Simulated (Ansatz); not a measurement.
A periodic model of amorphous Ge$_{12}$Sb$_{12}$Se$_{36}$:

```xyz
60
Lattice="12.6120 -0.5095 -0.7637 -0.5095 11.8855 -0.8468 -0.7637 -0.8468 11.7274" Properties=species:S:1:pos:R:3 pbc="T T T"
Ge     7.3283     8.6402     5.4664
Ge     3.0910     6.1401    -0.6155
Ge     0.4359     3.9480     0.9518
Ge     9.8022     3.2558     9.5095
Ge    11.2897     0.3197     1.5658
Ge    -0.4464     5.4887     8.7215
Ge     4.4608     5.2903     2.7474
Ge     6.5789     5.2929     6.0305
Ge     0.5615     8.3763    10.3202
Ge     3.8390    10.0476     9.0198
Ge     4.4662     3.9141     7.8784
Ge     6.5577    -0.1751     6.3493
Sb    11.1704     4.7116     4.2077
Sb     4.7942     2.1689     4.5614
Sb     0.5284     9.9674     2.9072
Sb     6.6327    10.9677     0.5691
Sb    10.2387     8.8776     2.5671
Sb    11.5039     9.5943     7.0265
Sb     5.2681     2.3577    -0.3117
Sb     0.5911     2.7091     8.7807
Sb     2.4714    -0.1978     7.3287
Sb     9.6661     5.6156     0.8436
Sb     8.0321    -0.3635    10.1022
Sb     4.5620     8.7312     3.0262
Se    -0.0372     0.7080     7.1493
Se     6.6750     3.1742     7.1526
Se     6.2438     9.2226     9.5664
Se     6.8637     0.6321     3.8585
Se     0.6975     9.2744     6.0620
Se     3.0004     6.7495     3.8773
Se     0.5948    10.6950     9.7543
Se     8.0116     1.4422     0.7298
Se     4.5476     6.1326     6.9080
Se    10.3217    10.9984    -1.2889
Se     5.2548     0.5866     9.0901
Se     4.1306    11.6263    -0.2298
Se     3.4814     3.1271     2.3581
Se    11.0606     7.2403     8.5238
Se     2.4500     7.1826     9.4024
Se     5.1321     6.7639     0.9539
Se     9.8767    -0.5172     3.3106
Se     0.9676     0.5422     2.9244
Se     7.1823     8.0915     3.1461
Se     6.5888     4.5715     3.7085
Se     2.6496     2.7773     6.8556
Se    11.1495     1.2964     9.8884
Se     3.5403    -0.2472     4.9087
Se     1.8407     1.7926    10.8641
Se     0.5321     5.7724     6.4450
Se     4.5510     4.2823    10.1947
Se     8.4156    10.6573     6.0338
Se    11.7919     5.6066    -0.7633
Se     7.6713     3.3709    10.4488
Se    -0.5344     6.7728     3.1923
Se     8.3988     6.7613     6.5407
Se    11.1151     2.7578     1.7995
Se    10.0456     3.7791     7.2018
Se     9.3643     8.1628     0.2093
Se     5.0100     9.3105     5.7808
Se     1.5961     8.5793     0.8682
```

These are PBE-D3(BJ), scalar-relativistic without spin-orbit coupling, PAW (Ansatz default set, large-core Se) (plane waves to 420 eV; Ansatz, an electronic-structure program) values and carry that method's errors.

Preparation: random packing, a CHGNet melt and quench, and a DFT relaxation. The hot cell started wider than the set density and was brought back towards it in steps. It is the lowest in DFT energy of 3 quenches. It is a model cell: composition and starting density were chosen by hand, and all elements were melted together. The geometry includes D3(BJ) dispersion. Its density started from a set value of 4.84 and ended at 4.94 g/cm³. The simulated quench (nominally 99 K/ps over its main leg) is rapid and tends to freeze in more defects than a deposited or slowly cooled glass has. One small periodic cell is one sample of the glass; other quenches scatter about these values. Volume and shape were free in the relaxation.

Neighbours within Ge-Ge 2.85 Å, Ge-Sb 3.11 Å, Ge-Se 2.86 Å, Sb-Sb 3.34 Å, Sb-Se 3.06 Å, Se-Se 2.76 Å count as bonded.

Question: Give the coordination numbers, mean bond lengths and angles.

Answer: 
```yaml
Mean coordination of Ge: 3.67 (4 with 3, 8 with 4)
Mean coordination of Sb: 3.58 (1 with 2, 4 with 3, 6 with 4, 1 with 5)
Mean coordination of Se: 2.31 (25 with 2, 11 with 3)
Mean Ge-Se bond: 2.474 Å (spread 0.110 Å, 43 counted)
Mean Sb-Se bond: 2.738 Å (spread 0.131 Å, 40 counted)
Mean Sb-Sb bond: 2.989 Å (spread 0.000 Å, 1 counted)
Bond angle at Ge: mean 105.8°, spread 13.7°
Bond angle at Sb: mean 100.4°, spread 25.0°
Bond angle at Se: mean 95.9°, spread 13.3°
```

Question: List the pairs of like atoms that count as bonded by the rules above.

Answer: Sb15-Sb17 (2.99 Å).
